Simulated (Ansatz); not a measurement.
Levels about the gap of amorphous In₉Ga₉Zn₉O₃₇K₂ (66 atoms in a cell of 860 Å³, 5.63 g/cm³; zone centre alone, so wide bands show as single levels with stretches between that a denser mesh fills), at the geometry that PBE relaxed, where it gives 4.2 GPa on a denser mesh. The participation number counts the atoms over which a state spreads; weights are charges in smoothed Voronoi cells. The levels come from a single point, so bond lengths are those of that geometry. Method of the levels: r2SCAN, scalar-relativistic without spin-orbit coupling (Ansatz, a program for electronic structure). Sampling: the zone centre alone; Fermi-Dirac width 0.02 eV; no spin polarisation.

Preparation: random packing, a CHGNet melt and quench, and a DFT relaxation. O atoms were pushed apart under 1.9 Å during the dynamics, to hinder bonds among them. The hot cell started wider than the set density and was brought back towards it in steps. It is the lowest in DFT energy of 2 quenches. It is a model cell: composition and starting density were chosen by hand, and all elements were melted together. No dispersion term was used. Its density started from a set value of 5.63 and ended at 5.63 g/cm³. The quench (nominally 210 K/ps over its main leg) was far faster than any real one, so the model tends to hold more defects than a real film. Values belong to this one cell and scatter from quench to quench. The volume was held where the preparation left it and the shape relaxed, at a PBE pressure of 4.2 GPa. Stress components on the final sampling reach 4.3 GPa.

```tsv
E - E(highest filled), eV	filling	participation number	largest on	weight O	weight In	weight Ga	weight Zn
-0.35	filled	19.7	O, 5 neighbours	0.85	0.03	0.02	0.10
-0.29	filled	19.2	O, 3 neighbours	0.83	0.03	0.01	0.13
-0.22	filled	14.6	O, 4 neighbours	0.86	0.02	0.01	0.11
-0.15	filled	12.2	O, 4 neighbours	0.82	0.02	0.01	0.14
-0.11	filled	16.8	O, 5 neighbours	0.81	0.02	0.01	0.15
-0.09	filled	15.0	O, 5 neighbours	0.84	0.03	0.01	0.11
0.00	filled	17.0	O, 5 neighbours	0.81	0.02	0.01	0.16
1.45	empty	58.3	In, 5 neighbours	0.50	0.20	0.13	0.15
3.77	empty	15.3	In, 5 neighbours	0.55	0.31	0.04	0.09
4.24	empty	39.4	In, 5 neighbours	0.57	0.19	0.12	0.12
4.42	empty	34.3	In, 5 neighbours	0.57	0.23	0.04	0.15
4.45	empty	28.8	In, 5 neighbours	0.56	0.25	0.10	0.08
4.56	empty	35.9	In, 6 neighbours	0.58	0.21	0.12	0.08
4.79	empty	34.1	Ga, 6 neighbours	0.57	0.08	0.27	0.06
```

Most localised among these is the filled level at -0.15 eV, on a O atom, which has 4 neighbours (Zn 1.92 Å, Zn 1.95 Å, In 2.13 Å, K 2.70 Å).
